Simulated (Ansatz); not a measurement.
The reference is SnO (space group P4/nmm, No. 129; a = 3.767 Å, c = 4.557 Å; layered, stacked along the Cartesian z axis; relaxed with 0.1 eV smearing).

Level of theory: PBEsol-D3(BJ) (Ansatz, a program for electronic structure; PAW; 420 eV plane waves; no spin-orbit coupling), earlier PAW set.

Base values:

The pressure is 0.0 GPa. The band gap is zero.

Modification: an isotropic linear strain of +0.27 %, atoms relaxed at fixed cell.

**Question.** What happens to the pressure, energy relative to the base and band gap?

**Answer.** The pressure (mean of the normal stresses, compression positive) goes from zero to -0.5 GPa; the energy stays essentially unchanged; the band gap stays zero.

Whether these cells are dynamically stable was not tested. All final runs are without spin polarisation. A zero or small gap of SnO can be the functional's error rather than a property of the material.
